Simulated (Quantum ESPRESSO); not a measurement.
Several settings converged on NbP (Imm2, 4 atoms in the cell)

```yaml
crystal:
  lattice:
    - [1.68330, 1.68330, 5.76881]
    - [-1.68330, 1.68330, 5.76881]
    - [-1.68330, -1.68330, 5.76881]
  atoms:
    - { symbol: Nb, position: [0.75421, 0.00000, 0.75421] }
    - { symbol: Nb, position: [0.99988, 0.50000, 0.49988] }
    - { symbol: P, position: [0.33275, 0.00000, 0.33275] }
    - { symbol: P, position: [0.58275, 0.50000, 0.08275] }
```

Base method: PBEsol, GBRV 1.5 ultrasoft (PBESOL) pseudopotentials (plane waves; Quantum ESPRESSO).

Base settings: ecutwfc = 40 Ry; ecutrho = 320 Ry; occupations = smearing; smearing = gauss; degauss = 0.0147 Ry; potentials = {Nb: nb_pbesol_v1.uspp.F.UPF, P: p_pbesol_v1.5.uspp.F.UPF}; K_POINTS = automatic 4 4 4 0 0 0; conv_thr = 1e-11 Ry; mixing_beta = 0.7.

The count of work is k-points × plane waves × bands × iterations; it is no time. 

**The plane-wave cutoff**

Moved along: ecutrho.

The mesh stays at the base's, so the ladder's end is converged at best in this setting alone.

Only quantities that move along the ladder and can be compared are tabulated.

```csv
ecutwfc,free energy less the last step's (meV/atom),pressure (GPa),largest difference of a force vector from the last step's (eV/Å),count of work / last
14 Ry,586.56,-42.20,0.035,0.056
18 Ry,137.75,-9.83,0.005,0.086
22 Ry,105.27,-10.11,0.002,0.11
28 Ry,31.00,-10.00,0.002,0.17
36 Ry,7.83,-8.57,0.000,0.25
40 Ry,7.17,-8.61,0.000,0.29
96 Ry,0.00,-8.56,0.000,1.0
```

Coarsest ecutwfc that holds the forces within 0.005 eV/Å of the last step, with all finer ones: 18 Ry, at 0.086 of the last step's count of work; the step before is off by 0.035 eV/Å.

Coarsest ecutwfc that holds the free energy within 5 meV/atom: not settled: the last two steps still differ by 7.2 meV/atom, over half the tolerance, so the ladder does not show it.

Coarsest ecutwfc that holds the pressure within 0.2 GPa of the last step, with all finer ones: 36 Ry, at 0.25 of the last step's count of work; the step before is off by 1.4 GPa.

At the lowest cutoff the pressure lies 33.6 GPa under the last step's, the usual sign of Pulay stress in an incomplete plane-wave basis.

**The cutoff for other potential files**

Level: DFT, PBEsol, plane waves, SSSP 1.1.2 efficiency (PBE) pseudopotentials.

In this ladder: pseudopotentials = {Nb: Nb.pbe-spn-kjpaw_psl.0.3.0.UPF, P: P.pbe-n-rrkjus_psl.1.0.0.UPF}; input_dft = pbesol. Moved along: ecutrho.

The second cell is the first with its lattice scaled by 0.98.

The mesh stays at the base's, so the ladder's end is converged at best in this setting alone.

Only quantities that move along the ladder and can be compared are tabulated.

| ecutwfc | free energy less the last step's (meV/atom) | energy of the compressed cell less the first (meV/atom) | pressure (GPa) | largest difference of a force vector from the last step's (eV/Å) | count of work / last |
|---|---|---|---|---|---|
| 22 Ry | 858.26 | -24.94 | -43.50 | 0.084 | 0.11 |
| 35 Ry | 30.01 | -14.02 | -8.59 | 0.001 | 0.18 |
| 50 Ry | 8.17 | -13.58 | -8.05 | 0.000 | 0.35 |
| 75 Ry | 1.09 | -13.64 | -7.81 | 0.000 | 0.69 |
| 100 Ry | 0.00 | -13.65 | -7.81 | 0.000 | 1.0 |

Coarsest ecutwfc that holds the pressure within 0.5 GPa of the last step, with all finer ones: 50 Ry, at 0.35 of the last step's count of work; the step before is off by 0.78 GPa.

Coarsest ecutwfc that holds the free energy within 5 meV/atom of the last step, with all finer ones: 75 Ry; the step before is off by 8.2 meV/atom.

Coarsest ecutwfc that holds the energy of the compressed cell less the first within 0.2 meV/atom of the last step, with all finer ones: 50 Ry, at 0.35 of the last step's count of work; the step before is off by 0.37 meV/atom.

At the lowest cutoff the pressure lies 35.7 GPa under the last step's, the usual sign of Pulay stress in an incomplete plane-wave basis.

**The relaxed cell against the cutoff**

On NbP (I4_1md, 4 atoms in the cell): atoms on their sites.

In this ladder: calculation = vc-relax; tprnfor = default; tstress = default. Moved along: ecutrho.

The mesh stays at the base's, so the ladder's end is converged at best in this setting alone.

Only quantities that move along the ladder and can be compared are tabulated.

```csv
ecutwfc,relaxed volume (Å³/atom),relaxation steps
20 Ry,15.514,6
28 Ry,15.498,5
40 Ry,15.589,5
60 Ry,15.597,5
80 Ry,15.597,5
```

Coarsest ecutwfc that holds the relaxed volume within 0.031 Å³/atom of the last step, with all finer ones: 40 Ry; the step before is off by 0.099 Å³/atom.

At the lowest cutoff the cell relaxes to a volume 0.5 % smaller than at the highest.

On the base run: the starting cell comes from a database of computed structures (which also holds hypothetical and non-ambient phases and stackings), without a prior relaxation at this level. Its lattice was rescaled by up to half a per cent. One atom was moved a little off its site on purpose. Spin polarisation is off. Without a gap this mesh is coarse (it stands for a supercell whose shortest vector is 13 Å).
